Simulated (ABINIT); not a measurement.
A self-consistent single point of AuAl2 (Fm-3m, 3 atoms in the cell) with ABINIT.

Level of theory: PBE, PAW (JTH v2.0 PBE PAW) (plane waves; ABINIT 10.0.3).

The change in words: lattice scaled by 0.98. Reference geometry:
```
CELL_PARAMETERS angstrom
      0.00000     2.93400     2.93400
      2.93400     0.00000     2.93400
      2.93400     2.93400     0.00000
ATOMIC_POSITIONS crystal
  Al 0.25000 0.25000 0.25000
  Al 0.75000 0.75000 0.75000
  Au 0.00000 0.00000 0.00000
```

Reference input (self-consistent single point, DFT, PBE, plane waves, PAW (JTH v2.0 PBE PAW)): pseudos = [Al.GGA_PBE-JTH.xml, Au.GGA_PBE-JTH.xml]; ecut = 26 Ha; pawecutdg = 52 Ha; pawxcdev = 0; occopt = 7; tsmear = 0.00183747 Ha; ngkpt = 13 13 13; nshiftk = 1; shiftk = 0 0 0; potentials = JTH v2.0 PBE PAW; nband = 14; kptopt = 1. This run's input differs from it in these lines:

```diff
@@ -3,7 +3,7 @@
 pseudos "Al.GGA_PBE-JTH.xml, Au.GGA_PBE-JTH.xml"
-acell 7.8410455071 7.8410455071 7.8410455071
+acell 7.6842245969 7.6842245969 7.6842245969
 rprim
-        -0.0000000000    0.7071067812    0.7071067812
-         0.7071067812   -0.0000000000    0.7071067812
-         0.7071067812    0.7071067812   -0.0000000000
+         0.0000000000    0.7071067812    0.7071067812
+         0.7071067812    0.0000000000    0.7071067812
+         0.7071067812    0.7071067812    0.0000000000
 natom 3
@@ -13,4 +13,4 @@
 xcart
-         1.4670000000    1.4670000000    1.4670000000
-         4.4010000000    4.4010000000    4.4010000000
+         1.4376600000    1.4376600000    1.4376600000
+         4.3129800000    4.3129800000    4.3129800000
          0.0000000000    0.0000000000    0.0000000000
```

Output (repeated stretches shortened):

```
--- !BeginCycle
solver: {iscf: 17, nstep: 100, nline: 4, wfoptalg: 10, }
tolerances: {tolvrs: 1.00E-12, }
...

     iter   Etot(hartree)      deltaE(h)  residm     nres2
 ETOT  1  -38.311666936783    -3.831E+01 1.243E-01 4.098E+01
 ETOT  2  -38.526154593031    -2.145E-01 1.849E-02 3.328E+01
 ETOT  3  -38.383470222434     1.427E-01 7.574E-03 3.502E+00
 ETOT  4  -38.396280324243    -1.281E-02 5.604E-03 2.849E+00
 ETOT  5  -38.394790809165     1.490E-03 7.272E-03 1.778E+00
   [... 36 lines left out ...]
 ETOT 42  -38.395743834828     3.126E-13 4.178E-06 1.925E-11
 ETOT 43  -38.395743834828    -5.400E-13 3.832E-06 7.089E-12
 ETOT 44  -38.395743834828     1.279E-13 4.119E-06 4.485E-12
 ETOT 45  -38.395743834827     8.527E-13 3.790E-06 2.166E-13
 At SCF step   45       nres2   =  2.17E-13 < tolvrs=  1.00E-12 =>converged.

 Cartesian components of stress tensor (hartree/bohr^3)
  sigma(1 1)= -8.10576121E-04  sigma(3 2)=  0.00000000E+00
  sigma(2 2)= -8.10576121E-04  sigma(3 1)=  0.00000000E+00
  sigma(3 3)= -8.10576121E-04  sigma(2 1)=  0.00000000E+00

 ----iterations are completed or convergence reached----

 reduced coordinates (array xred) for    3 atoms
       0.250000000000      0.250000000000      0.250000000000
       0.750000000000      0.750000000000      0.750000000000
       0.000000000000      0.000000000000      0.000000000000
 cartesian forces (eV/Angstrom) at end:
    1     -0.00000000000000    -0.00000000000000    -0.00000000000000
    2     -0.00000000000000    -0.00000000000000    -0.00000000000000
   [... lines left out ...]
 Fermi (or HOMO) energy (hartree) =   0.34214   Average Vxc (hartree)=  -0.38746
   [... lines left out ...]
'-kT*entropy'       : -3.92435713592201E-05
total_energy        : -3.83957442604748E+01
total_energy_eV     : -1.04480133566217E+03
...

-Cartesian components of stress tensor (GPa)         [Pressure=  2.3848E+01 GPa]
- sigma(1 1)= -2.38479688E+01  sigma(3 2)=  0.00000000E+00
- sigma(2 2)= -2.38479688E+01  sigma(3 1)=  0.00000000E+00
- sigma(3 3)= -2.38479688E+01  sigma(2 1)=  0.00000000E+00

 Calculation completed.
```

The run converged in 45 iterations. Against the reference run the free energy rises by 111 meV/atom and the pressure goes from 12.64 to 23.85 GPa.

The starting cell has typed, rounded lattice constants, without a prior relaxation at this level. Its lattice was rescaled by a random factor within 2.5 % of one. For this run, on top of that: lattice scaled by 0.98. With a pressure of about 24 GPa the cell is away from its equilibrium volume at this level.

Cost on one core of a shared machine: roughly 6 min.
